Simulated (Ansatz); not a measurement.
## Response to strain in Ta4N5

The reference is Ta4N5 (space group I4/m, No. 87; a cell from a computed database, its experimental status unchecked).

```
Ta4N5
1.0
   -3.41183     3.41183     2.12831
    3.41183    -3.41183     2.12831
    3.41183     3.41183    -2.12831
Ta N
4 5
Direct
  0.21556   0.60483   0.82040
  0.78444   0.39517   0.17960
  0.39517   0.21556   0.61073
  0.60483   0.78444   0.38927
  0.50000   0.50000   0.00000
  0.09176   0.30610   0.39786
  0.90824   0.69390   0.60214
  0.69390   0.09176   0.78566
  0.30610   0.90824   0.21434
```

Cartesian axes are those of the cell as printed.

Strains are applied to the cell and any free atomic positions relax; under biaxial strain the out-of-plane vector relaxes too.

The values are results of PBEsol/PAW in Ansatz (a program for electronic structure), spin-orbit coupling left out, not measurements.

Notes on the quantities. pressure: mean of the normal stresses, compression positive.

```json
[
 {"case": "base", "pressure": "0.0 GPa", "shortest interatomic distance": "3.909 bohr", "largest internal atomic displacement": "–"},
 {"case": "biaxial strain +0.23 %, plane normal [001], relaxed out of plane", "pressure": "-0.9 GPa", "shortest interatomic distance": "3.915 bohr", "largest internal atomic displacement": "–"},
 {"case": "isotropic strain +3.24 %", "pressure": "(withheld)", "shortest interatomic distance": "4.008 bohr", "largest internal atomic displacement": "(withheld)"},
 {"case": "uniaxial strain ε_xx = −4.55 %", "pressure": "16.1 GPa", "shortest interatomic distance": "3.784 bohr", "largest internal atomic displacement": "(withheld)"},
 {"case": "tensor shear ε_xy = +3.14 %", "pressure": "0.7 GPa", "shortest interatomic distance": "(withheld)", "largest internal atomic displacement": "0.036 Å"}
]
```

### Question
Some entries are withheld; estimate them.

### Answer

- isotropic strain +3.24 %, pressure: -24.4 GPa
- isotropic strain +3.24 %, largest internal atomic displacement: 0.051 Å
- uniaxial strain ε_xx = −4.55 %, largest internal atomic displacement: 0.065 Å
- tensor shear ε_xy = +3.14 %, shortest interatomic distance: 3.877 bohr

A biaxial case was relaxed in a doubled cell and then solved in the primitive one. Without a gap, meshes like the base's 13×13×13 leave anisotropic stresses uncertain by several tenths of a GPa, and small strain energies with them. Whether these cells are dynamically stable was not tested. All final runs are without spin polarisation. An odd electron count without spin: Ta4N5.
